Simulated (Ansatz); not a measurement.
```xyz
20
Lattice="21.0000 0.0000 0.0000 0.0000 20.5000 0.0000 0.0000 0.0000 6.4601" Properties=species:S:1:pos:R:3 pbc="T T T"
K     15.6789    10.2500     0.0000
Br    14.7616    13.3457     0.0000
K     12.0999    15.1732     0.0000
Br     8.8724    15.2585     0.0000
K      6.3109    13.2930     0.0000
Br     5.2315    10.2500     0.0000
K      6.3109     7.2070     0.0000
Br     8.8724     5.2415     0.0000
K     12.0999     5.3268     0.0000
Br    14.7616     7.1543     0.0000
Br    15.7685    10.2500     3.2301
K     14.6891    13.2930     3.2301
Br    12.1276    15.2585     3.2301
K      8.9001    15.1732     3.2301
Br     6.2384    13.3457     3.2301
K      5.3211    10.2500     3.2301
Br     6.2384     7.1543     3.2301
K      8.9001     5.3268     3.2301
Br    12.1276     5.2415     3.2301
K     14.6891     7.2070     3.2301
```

Levels: PBE (plane waves to 420 eV, PAW; Ansatz, an electronic-structure program); Ansatz with PBE with spin-orbit coupling; r2SCAN (plane waves to 500 eV, PAW; Ansatz); HSE06 in Ansatz. Unmarked values and the geometry are of the first. Mesh 1×1×6. No spin polarisation. Isolated but for its images some 11 Å away. A hypothetical model. It keeps the symmetry and period of its start, so it need not be a minimum against all distortions. Values not marked SOC lack spin–orbit coupling. HSE06 ran on a 1×1×3 mesh and at PBE's edge points. Buckling under compression is shut out by symmetry and the short period.

Question: Give the properties of this body.

Answer: 
| Item | Value |
|---|---|
| largest distance between nuclei across the axis | 10.54 Å |
| PBE gap | 4.32 eV, direct at Γ |
| electron mass along the axis (PBE) | 0.61 mₑ |
| valence and conduction edges under the vacuum level (PBE) | 5.96 and 1.64 eV |
| PBE+SOC gap at this geometry | 4.19 eV |
| r2SCAN gap at this geometry | 5.09 eV |
| HSE06 gap at this geometry | 5.37 eV |
| axial stiffness dF/dε | 54 nN |
